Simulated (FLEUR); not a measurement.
Worked example: self-consistent single point of TaAl3 (I4/mmm, 4 atoms in the cell) in FLEUR.

Method of the run: FLEUR with PBEsol, all-electron FLAPW (FLEUR), scalar-relativistic valence.

The change in words: lattice scaled by 0.98. Reference geometry:
```
CELL_PARAMETERS angstrom
     -1.91710     1.91710     4.25129
      1.91710    -1.91710     4.25129
      1.91710     1.91710    -4.25129
ATOMIC_POSITIONS crystal
  Ta 0.00000 0.00000 0.00000
  Al 0.50000 0.50000 0.00000
  Al 0.75000 0.25000 0.50000
  Al 0.25000 0.75000 0.50000
```

Reference input (self-consistent single point, DFT, PBEsol, all-electron FLAPW (FLEUR), scalar-relativistic valence): Kmax = 4.3 1/bohr; GmaxXC = 12.9 1/bohr; xcFunctional = PBEs; jspins = 1; l_soc = F; mode = gauss; fermiSmearingEnergy = 0.00367493 Htr; mesh (inpgen div1-3) = 11 11 11; inpgen gamma flag = false; Gmax = 12.9 1/bohr; numbands = 0; maxIterBroyd = 99. This run's input differs from it in these lines:

```diff
@@ -3,5 +3,5 @@
 &input film=f /
--3.6227939535 3.6227939535 8.0337832250
-3.6227939535 -3.6227939535 8.0337832250
-3.6227939535 3.6227939535 -8.0337832250
+-3.5503380744 3.5503380744 7.8731073715
+3.5503380744 -3.5503380744 7.8731073715
+3.5503380744 3.5503380744 -7.8731073715
 1.0
@@ -46,5 +46,5 @@
          <bravaisMatrix>
-            <row-1>   -3.6227939535000000     3.6227939535000000     8.0337832250000005</row-1>
-            <row-2>    3.6227939535000000    -3.6227939535000000     8.0337832250000005</row-2>
-            <row-3>    3.6227939535000000     3.6227939535000000    -8.0337832250000005</row-3>
+            <row-1>   -3.5503380743999999     3.5503380743999999     7.8731073714999997</row-1>
+            <row-2>    3.5503380743999999    -3.5503380743999999     7.8731073714999997</row-2>
+            <row-3>    3.5503380743999999     3.5503380743999999    -7.8731073714999997</row-3>
          </bravaisMatrix>
```

Output, abridged:

```
 Iteration:     1   Distance:       7.35247727 me/bohr^3
 Iteration:     2   Distance:       6.79057202 me/bohr^3
 Iteration:     3   Distance:       3.58633087 me/bohr^3
 Iteration:     4   Distance:       0.78552202 me/bohr^3
 Iteration:     5   Distance:       0.66601733 me/bohr^3
   [... 6 lines left out ...]
 Iteration:    12   Distance:       0.00137807 me/bohr^3
 Iteration:    13   Distance:       0.00011553 me/bohr^3
 Iteration:    14   Distance:       0.00007475 me/bohr^3
 Iteration:    15   Distance:       0.00000527 me/bohr^3
 Run finished successfully
 Stop message:
   Structural relaxation: Done

[file out, last iteration]
             iter=     16
[...]
          total density-effective poten   -2.8201643066E+04
          total charge density-energy d   -3.6760222554E+02
 Updated energy parameters for spin:           1
[...]
 fermi energy and band-weighting factors:

[...]
FERMIE:
          first approx. to ef    (T=0)  :   0.405247 htr   (energy of the highest occ. eigenvalue)
          number of occ. states  (T=0)  :       2264
          first approx. to seigv (T=0)  :  -9.802719 htr
          sum of weights of occ. states :  18.003757
          sum of semicore charge        :   0.000000 e
          fermi energy=   0.40647 har   work function= -11.06052 ev
          number of valence electrons=  36.00000
     band-weighting factor for spin=    1
   [... lines left out ...]
          total moment                 =     0.00000
 Direct bandgap for spin            1 :    6.3460258294477656E-003  Htr
   [... lines left out ...]
 at k-point           36  with k-vector   0.36363636363636365       0.45454545454545453      -0.36363636363636365
          valence density: spin= 1
[...]
     l-like charge
     atom     s        p        d        f        total
 -->  1    2.38522  6.31327  2.91614 14.01817   25.63637
 -->  2    0.39373  0.36907  0.06122  0.00356    0.82792
 -->  3    0.35256  0.39159  0.05637  0.00283    0.80356
```

The run converged in 15 iterations. FLEUR gives forces in its relaxation mode, with a further iteration, so its stop message speaks of a relaxation. Against the reference run the total energy goes up by 23.3 meV/atom.

The starting cell comes from a database of computed structures (which also holds hypothetical and non-ambient phases and stackings), without a prior relaxation at this level. For this run, on top of that: lattice scaled by 0.98. Spin-orbit coupling is off. Spin polarisation is off. Values depend on the basis (sphere radii, cutoffs, local orbitals), which need not be converged. The log's line on a gap gives a spacing of levels on this mesh, which the program prints for metals too.

Cost on one core of a shared machine: roughly 8 min.
